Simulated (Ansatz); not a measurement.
System: InP (model structure, started from the BeO type, P4₂/mnm, No. 136, 8 atoms in the cell). Method: PBEsol (plane waves, PAW; Ansatz, an electronic-structure program).

Run with plane-wave cutoff 520 eV, 6×6×8 k mesh (along the axes of the cell as run), Fermi–Dirac smearing 0.01 eV, scalar-relativistic PAW data made under PBE.

Cell (relaxed with PBEsol):

```yaml
crystal:
  lattice:
    - [7.17480, 0.00000, 0.00000]
    - [0.00000, 7.17480, 0.00000]
    - [0.00000, 0.00000, 4.16218]
  atoms:
    - { symbol: In, position: [0.32185, 0.67815, 0.00000] }
    - { symbol: In, position: [0.67815, 0.32185, 0.00000] }
    - { symbol: In, position: [0.82185, 0.82185, 0.50000] }
    - { symbol: In, position: [0.17815, 0.17815, 0.50000] }
    - { symbol: P, position: [0.31930, 0.31930, 0.00000] }
    - { symbol: P, position: [0.68070, 0.68070, 0.00000] }
    - { symbol: P, position: [0.18070, 0.81930, 0.50000] }
    - { symbol: P, position: [0.81930, 0.18070, 0.50000] }
```

Give the computed band gap.


- band gap = 0.72 eV

Note: the relaxation could raise the start's symmetry but not lower it, so the cell can be a saddle point.

Spin–orbit coupling is not included.

Static lattice: no zero-point or thermal effects.

A model structure was made by putting elements into a prototype or built by hand; it is no filed structure, need not be a known phase, and can be a saddle point held by its symmetry.
